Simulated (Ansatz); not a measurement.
**Ta3O7F, element substitutions**

Take Ta3O7F (space group Cmmm, No. 65; a = 6.442 Å, b = 10.683 Å, c = 3.845 Å; a cell from a computed database, its experimental status unchecked) as the base.

Each row replaces one element on all its sites; cell and atoms are relaxed.

The values are results of PBEsol in Ansatz (plane waves to 420 eV, PAW, no SOC), not measurements.

```csv
change,density,shortest interatomic distance
base,8.46 g/cm³,192.3 pm
Ta → W,?,188.9 pm
Ta → Re,?,186.6 pm
O → Se,7.05 g/cm³,226.3 pm
```

Q: Complete the table.

A: 
- Ta → W, density: 8.92 g/cm³
- Ta → Re, density: 9.28 g/cm³

Other magnetic orders, which the real material may have, were not ruled out. Whether these cells are dynamically stable was not tested. As relaxed here, Re3O7F and Ta3Se7F are hypothetical phases, not in the database extracts checked. For W3O7F in this form, whether it has been made was not checked. No Hubbard U is applied, and correlation can decide whether such a compound is a metal. Spin-polarised in the final run: W3O7F; the other runs are not. Ta3Se7F has a high density of states at the Fermi level and may be magnetic at this level.

Ansatz is a quantum-chemistry and plane-wave program.
